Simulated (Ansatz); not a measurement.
The starting structures come from a database of crystals and need not be the phases stable at ambient conditions.

 Where the default PAW files enter, the runs use the earlier of Ansatz's two default sets.

Tunnelling through a barrier is set by its complex band structure: the current falls as exp(−2κd) with the smallest κ.

Input:

```
RbHO
1.0
    4.20269     0.00000     0.00000
    0.00000     5.77363     0.00000
    0.00000    -1.46842     3.84707
Rb H O
2 2 2
Cartesian
  3.10554   3.64642   1.39183
  1.00419   0.65879   2.45524
  2.53510   0.32504   0.12407
  0.43376   3.98017   3.72300
  3.20438   0.98984   0.37782
  1.10304   3.31537   3.46925
```

Space group of this cell: Cmc2_1. The cell is taken as given.

Transport runs along the normal of the first two printed cell vectors.

The gap is the functional's own. No spin-orbit coupling. Mid-gap values are interpolated on the energy grid.

Problem. Estimate the band gap and the smallest decay constant κ at mid-gap that PBEsol in Ansatz (a quantum-chemistry and plane-wave program) returns for this system.

Solution. Gap 3.58 eV on a 8×8×8 mesh; κ = 0.350 1/Å, at the zone centre.
